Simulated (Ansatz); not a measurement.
Partial pair distribution functions of a relaxed model of amorphous Si$_{10}$Al$_{16}$O$_{44}$, broadened by 0.06 Å; density 2.38 g/cm³. Calculation: PBE, scalar-relativistic without spin-orbit coupling (plane waves to 420 eV, PAW; Ansatz, a program for electronic structure).

Preparation: random packing, a CHGNet melt and quench, and a DFT relaxation. O atoms were pushed apart under 1.9 Å during the dynamics, to hinder bonds among them. The hot cell started wider than the set density and was brought back towards it in steps. It is the lowest in DFT energy of 2 quenches. It is a model cell: composition and starting density were chosen by hand, and all elements were melted together. No dispersion term was used. Its density started from a set value of 2.35 and ended at 2.38 g/cm³. The simulated quench (nominally 83 K/ps over its main leg) is rapid and tends to freeze in more defects than a deposited or slowly cooled glass has. Values belong to this one cell and scatter from quench to quench. The volume was free in the relaxation, at fixed shape. Stress components on the final sampling reach 1.3 GPa.

```tsv
r (Å)	g Al-O	g Si-O	g Si-Si	g Al-Al
1.35	0.00	0.00	0.00	0.00
1.45	0.00	0.56	0.00	0.00
1.55	0.17	8.43	0.00	0.00
1.65	3.28	13.54	0.00	0.00
1.75	8.65	4.02	0.00	0.00
1.85	7.40	0.25	0.00	0.00
1.95	2.26	0.00	0.00	0.00
2.05	0.48	0.00	0.00	0.00
2.15	0.18	0.00	0.00	0.00
2.25	0.17	0.00	0.00	0.00
2.35	0.18	0.00	0.00	0.00
2.45	0.06	0.00	0.00	0.01
2.55	0.00	0.00	0.00	0.60
2.65	0.03	0.00	0.00	2.27
2.75	0.14	0.00	0.01	0.98
2.85	0.17	0.00	0.50	1.61
2.95	0.39	0.00	1.48	1.76
3.05	0.41	0.12	1.71	1.61
3.15	0.31	0.29	2.01	2.27
3.25	0.34	0.32	1.59	1.58
3.35	0.76	0.56	0.75	1.09
3.45	0.97	0.89	0.05	1.60
3.55	1.09	0.78	0.00	1.33
3.65	1.22	1.27	0.02	0.51
3.75	1.52	1.94	0.46	0.26
3.85	1.43	1.60	0.56	0.28
3.95	1.36	1.84	0.13	0.42
4.05	1.51	2.03	0.60	0.80
4.15	1.93	2.36	0.30	0.99
4.25	1.85	1.58	0.52	0.99
4.35	1.66	1.04	0.94	1.00
4.45	1.29	1.21	2.04	1.01
4.55	0.75	0.85	2.03	1.32
4.65	0.81	0.60	0.73	1.29
4.75	0.81	0.47	0.81	0.83
4.85	0.78	0.50	1.75	0.56
4.95	0.63	0.61	1.85	1.07
```

Within 2.48 Å each Al has 4.19 O neighbours on average.
